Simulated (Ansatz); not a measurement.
Results of r²SCAN (PAW; Ansatz, a first-principles code) for CsCl-type LuPd.

Numerical settings: plane-wave cutoff 560 eV, 16×16×16 k mesh, Fermi–Dirac smearing 0.05 eV, scalar-relativistic PAW data made under PBE.

Computed at the level's own relaxed cell.

Task: Give the computed lattice parameter a and bulk modulus B0.

Result: 
- lattice parameter a: 3.418 Å
- bulk modulus B0: 109 GPa

The run finds no gap.

Note: the bulk modulus is −V dP/dV from two relaxed cells at ±2 % in volume.

Spin–orbit coupling is not included.

The computed numbers hold no vibrational or temperature effects.

It cost roughly 2.3 core-minutes of CPU time.
